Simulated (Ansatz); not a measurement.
We consider rutile MgH2, described by PBE0 (Ansatz, an electronic-structure program, plane waves, PAW).

Numerical settings: plane-wave cutoff 520 eV, 6×6×8 k mesh (along the axes of the cell as run), scalar-relativistic PAW data made under PBE.

Cell (relaxed at this level):

```cif
data_H4Mg2
_chemical_formula_sum 'Mg2 H4'
_space_group_name_H-M_alt 'P 1'
_space_group_IT_number 1
_cell_length_a 4.48708
_cell_length_b 4.48708
_cell_length_c 2.99952
_cell_angle_alpha 90.000
_cell_angle_beta 90.000
_cell_angle_gamma 90.000
loop_
_space_group_symop_operation_xyz
  'x, y, z'
loop_
_atom_site_label
_atom_site_type_symbol
_atom_site_fract_x
_atom_site_fract_y
_atom_site_fract_z
_atom_site_occupancy
Mg1 Mg 0.00000 0.00000 0.00000 1
Mg2 Mg 0.50000 0.50000 0.50000 1
H1 H 0.30455 0.30455 0.00000 1
H2 H 0.80455 0.19545 0.50000 1
H3 H 0.19545 0.80455 0.50000 1
H4 H 0.69545 0.69545 0.00000 1
```

Task: Predict the elastic constant C66, elastic constant C12, elastic constant C44, elastic constant C11, Poisson ratio, elastic constant C13 and elastic constant C33.

Result: 
* **elastic constant C66**: 53.9 GPa
* **elastic constant C12**: 38.4 GPa
* **elastic constant C44**: 38.8 GPa
* **elastic constant C11**: 74.2 GPa
* **Poisson ratio**: 0.220
* **elastic constant C13**: 30.1 GPa
* **elastic constant C33**: 138 GPa

Elastic constants are with the ions relaxed.

The computed numbers hold no vibrational or temperature effects.

Cost on a shared machine: roughly 2.4 core-hours.
